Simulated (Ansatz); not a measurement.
Output of an Ansatz run (abridged):

```
WARN basis.ecutwfc = 500 eV, the default
WARN ansatz: RAYON_NUM_THREADS=1 ignored (pool sized by the plan → 1); use --threads N
Pseudopotentials: kind: paw
Pseudopotential: Tl, paw, valence charge 13
Pseudopotential: P, paw, valence charge 5
Pseudopotential: O, paw, valence charge 6
Crystal: 20 atoms, lattice volume = 321.331 Å³
Basis set: ecut = 500 eV, 8145 PW (Γ), exchange–correlation on 192×128×384 points (64 copies of the dense FFT grid, shifted against one another)
Bands: 92, of which v1, the nominal top of the filled ones, is band 72 counted from 1 (71 counted from 0)
Symmetry: 4 space group operations
Space group: P21/c (ITA 14), of the structure as read, at distance tolerance 6.8e-5 Å
k-points: 12 of 24
PAW frozen core: Tl, regenerated for the run's functional
PAW frozen core: P, regenerated for the run's functional
PAW frozen core: O, regenerated for the run's functional
Initial density: superposition of atomic densities (neutral atoms: chi_scale 0, normalization atom), corrected by the library's trained network
Initial wavefunctions: pseudopotential atomic-orbital guess
Eigensolver: davidson
Functional: x = r2scan, c = r2scan; τ floored in thin density (d = 2e-4 eV/Å³)
SCF iter   1: F=—  HF=-55702.032861 eV  |F-HF|=—  |Δ(HF+E_count)|=         —  Δρ=8.52e-3  dr2=2.37e-1  dr2_τ=1.79e0  ethr=1.77e-3  ⟨swp⟩=7.3  Hψ=5546  notcnv=0  defer=67
all-band conjugate gradients solve this SCF's bands
preconditioner: auto → Resta (q_TF=auto, 2.387 Å⁻¹)
SCF iter   2: F=—  HF=-55702.384849 eV  |F-HF|=—  |Δ(HF+E_count)|=   3.52e-1  S|Δr|=    0.00e0  Δρ=4.52e-3  dr2=4.36e-2  dr2_τ=5.36e-3  ethr=1.65e-4  ⟨swp⟩=2.8  Hψ=2233  notcnv=0  defer=172
SCF iter   3: F=—  HF=-55702.379071 eV  |F-HF|=—  |Δ(HF+E_count)|=   5.78e-3  S|Δr|=    0.00e0  Δρ=1.07e-3  dr2=2.62e-3  dr2_τ=6.55e-4  ethr=3.02e-5  ⟨swp⟩=2.1  Hψ=1715  notcnv=0  defer=172
SCF iter   4: F=—  HF=-55702.379106 eV  |F-HF|=—  |Δ(HF+E_count)|=   3.51e-5  S|Δr|=    0.00e0  Δρ=4.35e-4  dr2=3.39e-4  dr2_τ=9.98e-5  ethr=1.82e-6  ⟨swp⟩=2.2  Hψ=1798  notcnv=0  defer=172
SCF iter   5: F=—  HF=-55702.379111 eV  |F-HF|=—  |Δ(HF+E_count)|=   5.35e-6  S|Δr|=    0.00e0  Δρ=1.14e-4  dr2=2.97e-5  dr2_τ=4.46e-6  ethr=2.35e-7  ⟨swp⟩=2.2  Hψ=1818  notcnv=0  defer=172
SCF iter   6: F=—  HF=-55702.379342 eV  |F-HF|=—  |Δ(HF+E_count)|=   2.30e-4  S|Δr|=    0.00e0  Δρ=2.93e-5  dr2=2.34e-6  dr2_τ=2.43e-7  ethr=2.07e-8  ⟨swp⟩=2.2  Hψ=1763  notcnv=0  defer=172
SCF iter   7: F=—  HF=-55702.379342 eV  |F-HF|=—  |Δ(HF+E_count)|=   8.24e-7  S|Δr|=    0.00e0  Δρ=1.67e-5  dr2=7.10e-7  dr2_τ=1.01e-7  ethr=1.62e-9  ⟨swp⟩=2.4  Hψ=1780  notcnv=0  defer=172
SCF iter   8: F=-55702.379342 eV  HF=-55702.379342 eV  |F-HF|=4.95e-9  |Δ(HF+E_count)|=   7.76e-8  S|Δr|=    0.00e0  Δρ=3.66e-6  dr2=3.86e-8  dr2_τ=7.17e-9  ethr=6.94e-11  ⟨swp⟩=14.5  Hψ=7291  notcnv=0
SCF 1 converged in 8 iterations: F = -55702.379342 eV  dr2 = 3.86e-8
SCF converged after 8 iterations
Stability not checked (fill_not_monotonic)
Free energy (F): -55702.379342 eV
Harris-Foulkes:  -55702.379342 eV  (|F-HF|=4.95e-9)
Internal energy: -55702.379342 eV  (E = F + TS)
E sigma→0 (E₀):  -55702.379342 eV
Fermi energy:    6.350362 eV
Step filling:    the computed levels leave a gap of 4.3599 eV = 87.2 smearing widths
--- Per-component energies (eV) ---
  E_band       = -542.993347
  E_kinetic    = 3796.082734
  E_local      = -9818.101404  (includes V_loc(G=0)·N_el)
  E_nonlocal   = 1964.329241
  E_hartree    = 3567.544610
  E_xc         = -2006.445858
  E_vxc        = -2186.712573  (∫ρ·V_xc dr)
  E_paw        = -44984.486682  (= ΣΔE_a)
  E_vpaw       = -1582.714610  (= ΣTr[D̂ρ^β])
  E_aug_tail   = 0.012574  (compensation charges beyond the density's cutoff)
  E_vtau       = 149.024692  (kinetic-family band-sum trace: ∫τ·v_τ [+ j·A + Jᵃ·Aᵃ] dr)
  E_ewald      = -8224.726942
  E_core_change = 3.412384  (= ΣΔE_core)
  E_smearing   = -0.000000  (= −TS)
  E_closure    = 0.000000  (closes the sum)
  Σ components = -55702.379342   (vs F -55702.379342, Δ=0.00e0)
--- Forces (eV/Å), atoms counted from 1 ---
  atom   1  Tl     0.00358854     0.02516422    -0.04084910
  atom   2  Tl    -0.00358854     0.02516422     0.04084910
  atom   3  Tl    -0.00358854    -0.02516422     0.04084910
  atom   4  Tl     0.00358854    -0.02516422    -0.04084910
  atom   5  P      0.77591187     0.40740549    -0.58446881
  atom   6  P     -0.77591187     0.40740549     0.58446881
  atom   7  P     -0.77591187    -0.40740549     0.58446881
  atom   8  P      0.77591187    -0.40740549    -0.58446881
  atom   9  O     -0.39964736     0.15576892     0.17979660
  atom  10  O      0.39964736     0.15576892    -0.17979660
  atom  11  O      0.39964736    -0.15576892    -0.17979660
  atom  12  O     -0.39964736    -0.15576892     0.17979660
  atom  13  O     -0.40230249    -0.65240751     1.31137542
  atom  14  O      0.40230249    -0.65240751    -1.31137542
  atom  15  O      0.40230249     0.65240751    -1.31137542
  atom  16  O     -0.40230249     0.65240751     1.31137542
  atom  17  O      0.14445476     0.08042620     0.06431126
  atom  18  O     -0.14445476     0.08042620    -0.06431126
  atom  19  O     -0.14445476    -0.08042620    -0.06431126
  atom  20  O      0.14445476    -0.08042620     0.06431126
  max |Σ_I F_I| component: 2.22e-16 eV/Å
--- Stress (GPa, compression-positive) ---
        2.005359       0.000000      -0.427994
        0.000000       3.455016       0.000000
       -0.427996       0.000000       4.928301
  P = ⅓ Tr σ = 3.4629 GPa (34.629 kbar)
  The stress holds the Pulay correction. Without it, at fixed plane waves, as pw.x and ABINIT print it: P = 3.4125 GPa
--- Band table (eV; the first three rows and the last of 12) ---
  k-point 0: bands = ["-19.2063", "-19.2028", "-16.6965", "-16.6957", "-16.3356", "-16.3148", "-15.1943", "-15.1677", "-14.7572", "-14.7552", "-14.6924", "-14.6883", "-7.0277", "-7.0035", "-4.9537", "-4.9437", "-4.9356", "-4.9342", "-4.9261", [...]
  k-point 1: bands = ["-19.2046", "-19.2046", "-16.6961", "-16.6961", "-16.3253", "-16.3253", "-15.1810", "-15.1810", "-14.7562", "-14.7562", "-14.6904", "-14.6904", "-7.0157", "-7.0157", "-4.9445", "-4.9445", "-4.9368", "-4.9368", "-4.9240", [...]
  k-point 2: bands = ["-18.9537", "-18.9504", "-17.3677", "-17.3637", "-15.8935", "-15.8772", "-15.2657", "-15.2438", "-14.7583", "-14.7553", "-14.7056", "-14.7038", "-6.6661", "-6.6517", "-5.0938", "-5.0540", "-4.9390", "-4.9272", "-4.9110", [...]
  k-point 11: bands = ["-18.2649", "-18.2649", "-18.2634", "-18.2634", "-15.4941", "-15.4941", "-15.4860", "-15.4860", "-14.7447", "-14.7447", "-14.7308", "-14.7308", "-5.8712", "-5.8712", "-5.8631", "-5.8631", "-4.9367", "-4.9367", "-4.9123", [...]
```

The structure:

```
CELL_PARAMETERS angstrom
      6.28058     0.00000     0.00000
      0.00000     4.22750     0.00000
     -4.85309     0.00000    12.10235
ATOMIC_POSITIONS crystal
  Tl 0.68373 0.14776 0.91094
  Tl 0.31627 0.64776 0.58906
  Tl 0.31627 0.85224 0.08906
  Tl 0.68373 0.35224 0.41094
  P  0.14018 0.49440 0.81778
  P  0.85982 0.99440 0.68222
  P  0.85982 0.50560 0.18222
  P  0.14018 0.00560 0.31778
  O  0.93670 0.74470 0.78160
  O  0.06330 0.24470 0.71840
  O  0.06330 0.25530 0.21840
  O  0.93670 0.75530 0.28160
  O  0.13660 0.34660 0.91860
  O  0.86340 0.84660 0.58140
  O  0.86340 0.65340 0.08140
  O  0.13660 0.15340 0.41860
  O  0.35350 0.64040 0.81420
  O  0.64650 0.14040 0.68580
  O  0.64650 0.35960 0.18580
  O  0.35350 0.85960 0.31420
```

Task: What input produced this log?

Result: Other spellings and defaults could give the same log, and not every line can be read from it. The input that was run (DFT, r2SCAN, plane waves, default PAW files made with PBE):

Ansatz 0.2 input:
```yaml
crystal:
  lattice:
    - [6.280576, 0.000000, 0.000000]
    - [0.000000, 4.227500, 0.000000]
    - [-4.853094, 0.000000, 12.102348]
  atoms:
    - { symbol: Tl, position: [0.683730, 0.147760, 0.910940] }
    - { symbol: Tl, position: [0.316270, 0.647760, 0.589060] }
    - { symbol: Tl, position: [0.316270, 0.852240, 0.089060] }
    - { symbol: Tl, position: [0.683730, 0.352240, 0.410940] }
    - { symbol: P, position: [0.140180, 0.494400, 0.817780] }
    - { symbol: P, position: [0.859820, 0.994400, 0.682220] }
    - { symbol: P, position: [0.859820, 0.505600, 0.182220] }
    - { symbol: P, position: [0.140180, 0.005600, 0.317780] }
    - { symbol: O, position: [0.936700, 0.744700, 0.781600] }
    - { symbol: O, position: [0.063300, 0.244700, 0.718400] }
    - { symbol: O, position: [0.063300, 0.255300, 0.218400] }
    - { symbol: O, position: [0.936700, 0.755300, 0.281600] }
    - { symbol: O, position: [0.136600, 0.346600, 0.918600] }
    - { symbol: O, position: [0.863400, 0.846600, 0.581400] }
    - { symbol: O, position: [0.863400, 0.653400, 0.081400] }
    - { symbol: O, position: [0.136600, 0.153400, 0.418600] }
    - { symbol: O, position: [0.353500, 0.640400, 0.814200] }
    - { symbol: O, position: [0.646500, 0.140400, 0.685800] }
    - { symbol: O, position: [0.646500, 0.359600, 0.185800] }
    - { symbol: O, position: [0.353500, 0.859600, 0.314200] }
kpoints:
  mp_grid: { grid: [3, 4, 2] }
hamiltonian:
  xc: r2scan
  pseudopotentials: { kind: paw }
scf:
  occupations: { method: methfessel_paxton, width: 0.05 eV }
output:
  forces: true
  eigenvalues: true
  stress: true
```

The starting cell comes from a database of published, mostly measured structures (it also holds non-ambient and calculated ones), without a prior relaxation at this level. Its lattice was rescaled by a random factor within 2.5 % of one. Spin-orbit coupling is off. With a pressure of about 3 GPa the cell is away from its equilibrium volume at this level. Forces in this geometry exceed 1 eV/Å. Ansatz's pressure includes its estimate of the finite-basis (Pulay) stress.

Ansatz is an electronic-structure program.
